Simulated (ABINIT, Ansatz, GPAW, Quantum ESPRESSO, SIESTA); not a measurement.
# CoSi2 (Fm-3m, 3 atoms in the cell) computed with different codes at matched settings

Self-consistent single point.

```
CELL_PARAMETERS angstrom
      0.00000     2.70264     2.70264
      2.70264     0.00000     2.70264
      2.70264     2.70264     0.00000
ATOMIC_POSITIONS crystal
  Co 0.00000 0.00000 0.00000
  Si 0.75000 0.75000 0.75000
  Si 0.25000 0.25000 0.25000
```

Shared settings, as Ansatz (a program for electronic structure) writes them: kpoints.mp_grid.grid = 3 3 3; scf.occupations.method = fermi_dirac; scf.occupations.width = 0.136 eV. Potentials and cutoffs stand in the table.

```csv
code,model,pressure (GPa),cutoff
SIESTA,"GGA PBE, numerical atomic orbitals DZP, PseudoDojo PBE standard norm-conserving potentials (rewritten from UPF to PSML)",-3.92,grid 400 Ry
ABINIT,"PBE, norm-conserving pseudopotentials (PseudoDojo nc-sr-05 PBE standard)",-3.81,96 Ry
GPAW,"PBE, GPAW PAW datasets PBE (gpaw-data 1.0.1)",-2.83,800 eV
Quantum ESPRESSO,"PBE, PseudoDojo standard norm-conserving (PBE) pseudopotentials",-3.80,100 Ry
Ansatz,"PBE, PAW files",-3.88,420 eV
```

On Ansatz's run: spin polarisation is off.

The spread over the programs that give each value: pressure within 1.09 GPa.

SIESTA uses small atom-centred bases, whose incompleteness enters pressures, forces and empty levels differently from a plane-wave cutoff. Ansatz's pressure is given at a fixed set of plane waves, as the other plane-wave codes print theirs; with its correction for the finite basis it is -3.83 GPa.

On the base mesh (9 9 9) the same programs gave: Ansatz pressure -4.06 GPa; Quantum ESPRESSO pressure -3.98 GPa; ABINIT pressure -4.00 GPa; GPAW pressure -2.97 GPa; SIESTA pressure -4.18 GPa.

The starting cell comes from a database of computed structures (which also holds hypothetical and non-ambient phases and stackings), without a prior relaxation at this level. Its lattice was rescaled by a random factor within 2.5 % of one.

Left out of this page: CP2K (on another mesh); Elk and FLEUR (not drawn, or without a comparable value).

Keys are those of Ansatz 0.2.
